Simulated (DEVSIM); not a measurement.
System: Cr/La2O3/p-Ge capacitor, at 300 K.

```csv
layer (left to right),material,thickness (nm),Na (cm⁻³)
1,La2O3,4.10,-
2,Ge,15000,1.6e15
```

Metal gate on the left, work function 4.5 eV. Fixed charge at the semiconductor interface 0 cm⁻² (in units of +e); interface traps 5.5e11 cm⁻² eV⁻¹, uniform in energy, neutral level at 0.3 of the gap above the valence band.

The device is made up for the run: typed textbook-type constants, with dimensions and the other settings drawn at random. Values at 300 K; Nc and Nv go as T^1.5, mobilities as T to minus their exponent, the gap by Varshni's rule with the affinity fixed.

| parameter | La2O3 | Ge |
|---|---|---|
| gap (eV) | 5.8 | 0.664 |
| affinity (eV) | 1.8 | 4 |
| permittivity | 27 | 16 |
| Nc (cm⁻³) | - | 1.04e19 |
| Nv (cm⁻³) | - | 6e18 |
| Varshni α (eV/K) | - | 0.000477 |
| Varshni β (K) | - | 235 |

DEVSIM, 1D Poisson equation in equilibrium, Boltzmann statistics, complete ionisation; no quantum confinement or tunnelling. Metal contacts follow the ideal Schottky-Mott rule: no Fermi-level pinning, no interface dipoles.

Base results: flat-band voltage (V) 0.05; capacitance of the dielectric stack (μF/cm²) 5.83; minimum of the low-frequency capacitance (μF/cm²) 0.126; threshold voltage (band bending 2φF) (V) 0.28.

Question: What follows from this one change: substrate doping 1.6e+15 → 3.2e+14 cm^-3?

Answer: flat-band voltage 0.05 → 0.09 V; capacitance of the dielectric stack little changed (5.83 μF/cm²); minimum of the low-frequency capacitance 0.126 → 0.111 μF/cm²; threshold voltage (band bending 2φF) 0.28 → 0.24 V.

Question: What follows from this one change: La2O3 thickness 0.0041 → 0.0035 μm?

Answer: flat-band voltage little changed (0.05 V); capacitance of the dielectric stack 5.83 → 6.83 μF/cm²; minimum of the low-frequency capacitance little changed (0.126 μF/cm²); threshold voltage (band bending 2φF) little changed (0.28 V).

Question: What follows from this one change: temperature 300 → 250 K?

Answer: flat-band voltage 0.05 → -0.01 V; capacitance of the dielectric stack little changed (5.83 μF/cm²); minimum of the low-frequency capacitance 0.126 → 0.115 μF/cm²; threshold voltage (band bending 2φF) 0.28 → 0.32 V.

Question: What follows from this one change: gate work function 4.5 → 4.65 eV?

Answer: flat-band voltage 0.05 → 0.20 V; capacitance of the dielectric stack little changed (5.83 μF/cm²); minimum of the low-frequency capacitance little changed (0.126 μF/cm²); threshold voltage (band bending 2φF) 0.28 → 0.43 V.

Question: What follows from this one change: fixed charge 0 → -3.75e+12 cm^-2?

Answer: flat-band voltage 0.05 → 0.15 V; capacitance of the dielectric stack little changed (5.83 μF/cm²); minimum of the low-frequency capacitance little changed (0.126 μF/cm²); threshold voltage (band bending 2φF) 0.28 → 0.38 V.

Question: What follows from this one change: interface trap density 5.5e+11 → 2e+12 cm^-2 eV^-1?

Answer: flat-band voltage little changed (0.05 V); capacitance of the dielectric stack little changed (5.83 μF/cm²); minimum of the low-frequency capacitance 0.126 → 0.340 μF/cm²; threshold voltage (band bending 2φF) little changed (0.29 V).
